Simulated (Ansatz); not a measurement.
Amorphous silicon oxynitride (Si24O36N8), 68 atoms at 2.39 g/cm³, one PBE-relaxed geometry, zone centre. Methods: PBE, scalar-relativistic without spin-orbit coupling (Ansatz, an electronic-structure program); r2SCAN, scalar-relativistic without spin-orbit coupling (Ansatz); HSE06, scalar-relativistic without spin-orbit coupling (Ansatz). Plane waves to 420 eV (r2SCAN 500 eV); exact exchange is cut at the cell's faces. At PBE the levels at the filled edge of the gap are localised (band-tail or defect states), and the nearest spread-out levels lie 3.7 eV apart at the zone centre. The higher rungs were started with moments on some atoms, which died out.

The cell was made by melting and quenching with the CHGNet potential and then relaxed with DFT. O and N atoms were pushed apart under 1.9 Å during the dynamics, to hinder bonds among them. The hot cell started wider than the set density and was brought back towards it in steps. It is the lowest in DFT energy of 2 quenches. It is a model cell: composition and starting density were chosen by hand, and all elements were melted together. No dispersion term was used. A short ab initio anneal came between quench and relaxation. Its density started from a set value of 2.36 and ended at 2.39 g/cm³. The simulated quench (nominally 600 K/ps over its main leg) is rapid and tends to freeze in more defects than a deposited or slowly cooled glass has. One small periodic cell is one sample of the glass; other quenches scatter about these values. The volume was free in the relaxation, at fixed shape. Stress components on the final sampling reach 2.8 GPa.

The relaxation ran on the zone centre alone. At PBE the level gap is 2.72 eV on a 2×2×2 Γ-centred mesh, and the spacing at the zone centre alone 2.73 eV.

### Question
What zone-centre spacing does r2SCAN give, roughly?

### Answer
3.19 eV (+0.46 eV against PBE).

### Question
What zone-centre spacing does HSE06 give, roughly?

### Answer
4.11 eV (+1.38 eV against PBE).

The highest filled and the lowest empty state spread over these numbers of atoms (participation numbers): PBE: 4.6 and 46.7; r2SCAN: 4.4 and 24.4; HSE06: 4.3 and 44.8.
